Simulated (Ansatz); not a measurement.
Consider interstitial Mg in wurtzite GaN, charge state +2. The step: Mg moves alone to another site; the atom moves 3.22 Å along (0.00, 1.00, 0.00) of the unit cell; the moving atom starts with neighbours 2 Ga at 2.37, Ga at 2.38, 3 Ga at 2.59; 3 N at 2.04, 2 N at 2.46, N at 2.46 Å and ends with 3 Ga at 2.38, 3 Ga at 2.59; 3 N at 2.04, 2 N at 2.46, N at 2.46 Å. DFT values are from Ansatz (plane-wave PAW, 420 eV unless said) in a cell of 72 host sites, spin-restricted, static, with no finite-size correction. The charge state is imposed; whether it is stable for some Fermi level was not computed. Sites that were not tried may lie lower. For the PBE band: the saddle point's order was not checked.

```csv
Level,Forward barrier (eV),Cost of the band or of the saddle's single point
"CHGNet universal potential (has no charge state), its own band",1.06,-
"PBE, one k-point at (0.125, 0.250, 0.250), band relaxed",1.85,very roughly 50 core-minutes
"PBE, a 2×2×2 k-point mesh shifted by half a step along c, same geometries",1.85,very roughly 5 core-minutes
"r2SCAN at 500 eV, one k-point at (0.125, 0.250, 0.250), same geometries",?,very roughly 2.8 core-minutes
```

Task: Fill in the missing entries.

Result: 
- r2SCAN at 500 eV, one k-point at (0.125, 0.250, 0.250), same geometries, Forward barrier (eV): 1.83

Ansatz is a program for electronic structure.
